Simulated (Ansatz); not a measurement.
# Co in the simple cubic structure (space group Pm-3m, No. 221; ferromagnetic; a hypothetical phase, not in the database extracts checked)

```
CELL_PARAMETERS angstrom
      2.29371     0.00000     0.00000
      0.00000     2.29371     0.00000
      0.00000     0.00000     2.29371
ATOMIC_POSITIONS crystal
  Co 0.00000 0.00000 0.00000
```

The values are results of PBEsol/PAW in Ansatz (a first-principles code), no spin-orbit coupling, not measurements. k-mesh 20×20×20 (Γ-centred); smearing 0.05 eV (Fermi–Dirac).

* **Volume per atom**: 12.07 Å³
* **Density**: 8.11 g/cm³
* **Band gap**: zero
* **Magnetic state**: ferromagnetic
* **Total energy**: -5092.128 eV/atom (σ→0; compares only within this code and set-up)

Other magnetic orders, which the real material may have, were not ruled out. Stability against distortions was not tested.
